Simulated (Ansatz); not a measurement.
Results of r²SCAN (PAW; Ansatz, an electronic-structure program) for MgS (model structure, started from the BeO type, P4₂/mnm, No. 136, 8 atoms in the cell).

Run with plane-wave cutoff 560 eV, 6×6×10 k mesh (along the axes of the cell as run), Fermi–Dirac smearing 0.01 eV, scalar-relativistic PAW data made under PBE.

Cell (relaxed at this level):

```
MgS
1.0
    6.82422     0.00000     0.00000
    0.00000     6.82422     0.00000
    0.00000     0.00000     4.06289
Mg S
4 4
Direct
  0.32694   0.67306   0.00000
  0.67306   0.32694   0.00000
  0.82694   0.82694   0.50000
  0.17306   0.17306   0.50000
  0.31147   0.31147   0.00000
  0.68853   0.68853   0.00000
  0.18853   0.81147   0.50000
  0.81147   0.18853   0.50000
```

Question: What does this level give for the band gap and bulk modulus?

Answer: 
band gap: 4.07 eV (on the SCF k mesh)
bulk modulus: 53.0 GPa

Note: the bulk modulus is −V dP/dV from two relaxed cells at ±2 % in volume; the relaxation could raise the start's symmetry but not lower it, so the cell can be a saddle point.

Static lattice: no zero-point or thermal effects.

The result took around 2.4 core-minutes (rough).

A model structure was made by putting elements into a prototype or built by hand; it is no filed structure, need not be a known phase, and can be a saddle point held by its symmetry.
